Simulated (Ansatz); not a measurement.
The reference is SrPb3 in the Cu3Au type structure (space group Pm-3m, No. 221; a = 4.9423 Å; a cell from a computed database, its experimental status unchecked). Axes: x, y, z lie along the cube axes.

Method: plane-wave PAW DFT at the PBEsol level (Ansatz, a program for electronic structure, 420 eV), spin-orbit coupling left out.

Strains are applied to the cell and any free atomic positions relax; under biaxial strain the out-of-plane vector relaxes too.

One change was made to it. Results:

The volume per atom drops by 0.60 Å³ to 29.58 Å³; the pressure (mean of the normal stresses, compression positive) goes from zero to 0.9 GPa; the energy rises by 4.4 meV/atom.

Q: What was done to the base?
A) isotropic strain −0.33 %
B) biaxial strain −1.72 %, plane normal [110], relaxed out of plane
C) uniaxial strain ε_yy = −0.79 %

A: B, biaxial strain −1.72 %, plane normal [110], relaxed out of plane. For comparison, the energy relative to the base in the other runs: isotropic strain −0.33 % gives +0.4 meV/atom; uniaxial strain ε_yy = −0.79 % gives +0.4 meV/atom.

Without a gap, meshes like the base's 10×10×10 leave anisotropic stresses uncertain by several tenths of a GPa, and small strain energies with them. No phonon test of stability was made.
